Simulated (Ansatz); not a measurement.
Task: Name crystals whose electron conductivity mass lies between 0.46 and 0.72 mₑ and whose band gap lies between 3.1 and 4.8 eV, by PBEsol, rigid bands run with Ansatz (a first-principles code).

Result: Many crystals can fit; among those computed here:
- LiC (Immm): 0.58 mₑ, 3.16 eV
- BaZrO3 (Pm-3m): 0.53 mₑ, 3.17 eV
- NaCNO (R3m): 0.66 mₑ, 4.40 eV
- BaZnF4 (Cmc2_1): 0.53 mₑ, 4.61 eV
- CaO (Fm-3m): 0.56 mₑ, 3.55 eV

Masses are for dilute carriers at 300 K, harmonic means over directions unless an axis is named. Spin-orbit coupling is left out.

Formula and space group known from diffraction (Crystallography Open Database), not checked to be the room-temperature form: BaZnF4 (Cmc2_1), LiC (Immm), NaCNO (R3m).
